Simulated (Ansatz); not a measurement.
Cubic perovskite BaHfO3, treated with BLYP in Ansatz (plane waves, PAW).

Run with plane-wave cutoff 520 eV, 8×8×8 k mesh, Fermi–Dirac smearing 0.01 eV, scalar-relativistic PAW data made under PBE.

Response to compression and expansion:

| V (Å³/atom) | P (GPa) | direct gap at Γ (eV) | smallest gap on the k mesh (eV) |
|---|---|---|---|
| 14.408 | 10.40 | 3.861 | 3.771 |
| 14.714 | 6.55 | 3.843 | 3.723 |
| 15.021 | 3.09 | 3.822 | 3.675 |
| 15.327 | -0.01 | 3.798 | 3.627 |
| 15.634 | -2.80 | 3.771 | 3.578 |
| 15.941 | -5.30 | 3.742 | 3.529 |
| 16.247 | -7.54 | 3.710 | 3.480 |

The fundamental gap (3.63 eV at the equilibrium volume, with added k points) lies elsewhere than Γ–Γ.

Spin–orbit coupling is not included.

Ansatz is an electronic-structure program.
